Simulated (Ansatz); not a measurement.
**Zn: pressure series**

The reference is Zn in the fcc (Cu type) structure (space group Fm-3m, No. 225; a = 3.838 Å; a cell from a computed database, its experimental status unchecked).

Cell and atoms are relaxed at each pressure.

Calculations: Ansatz (an electronic-structure program) PBEsol, without spin-orbit coupling.

Two rows of this table had their results exchanged by mistake.

```csv
pressure,volume per atom (Å³),shortest distance (Å),band gap
pressure −2 GPa,14.48,2.736,zero
pressure −1 GPa,14.30,2.725,zero
pressure 0.3 GPa,14.09,2.711,zero
pressure 0.7 GPa,14.02,2.707,zero
pressure 1.5 GPa,12.91,2.633,zero
pressure 3 GPa,13.69,2.685,zero
pressure 5 GPa,13.44,2.669,zero
pressure 7.5 GPa,13.16,2.650,zero
pressure 10 GPa,13.90,2.699,zero
```

Q: Which two?

A: The rows for pressure 1.5 GPa and pressure 10 GPa: the volume has to fall steadily with pressure, so 13.90 Å³ belongs to pressure 1.5 GPa and 12.91 Å³ to pressure 10 GPa.

Load acts through the strain it causes; cell and atoms are relaxed under it. Whether these cells are dynamically stable was not tested. No other phases were tried under pressure. This is not the structure that Zn has at room temperature and ambient pressure.
